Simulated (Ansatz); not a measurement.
Consider Se (space group P3_121, No. 152; a = 4.5345 Å, c = 5.0415 Å; made of chains).

Level of theory: PBE (Ansatz, a quantum-chemistry and plane-wave program; PAW; 420 eV plane waves; scalar-relativistic without spin-orbit coupling).

For the base:

- Gap between the host's bands: 1.04 eV

It is then changed as follows: hole doping at 1.5×10^21 cm⁻³ (0.135 per cell), with a uniform compensating background at fixed cell and a 300 K Fermi–Dirac width.

Problem. Predict the new gap between the host's bands and Fermi level from band edge.

Solution. The gap between the host's bands grows by 0.014 eV (1.04 eV → 1.06 eV); the Fermi level relative to the doped band's edge (positive inside the band; to 0.05 eV) is +0.15 eV.

Charged cell with a jellium background: band edges are those of the host's band count, energies are not comparable with the neutral cell, and many-body gap narrowing is missing. No phonon test of stability was made. No dispersion term is included, though the crystal is made of layers, chains or molecules, so its spacings can come out too wide.
